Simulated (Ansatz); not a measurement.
Take NbN (space group P6_3/mmc, No. 194; a = 2.9634 Å, c = 11.1551 Å) as the base.

All numbers come from PBEsol/PAW in Ansatz (a first-principles code), no spin-orbit coupling.

One change was made to it. Results:

```
quantity                base    after
-------------------  -------  -------
lattice parameter a  2.963 Å  2.927 Å
c/a ratio              3.764    3.794
```

Which change produced these results?
A. pressure 0.3 GPa
B. pressure 0.7 GPa
C. pressure −1 GPa
D. pressure 10 GPa
E. pressure 1.5 GPa

D, pressure 10 GPa. For comparison, the lattice parameter a in the other runs: pressure −1 GPa gives 2.967 Å; pressure 1.5 GPa gives 2.958 Å; pressure 0.7 GPa gives 2.961 Å; pressure 0.3 GPa gives 2.962 Å.

Load acts through the strain it causes; cell and atoms are relaxed under it. No phonon test of stability was made. Competing high-pressure phases were not computed. The final runs are not spin-polarised.
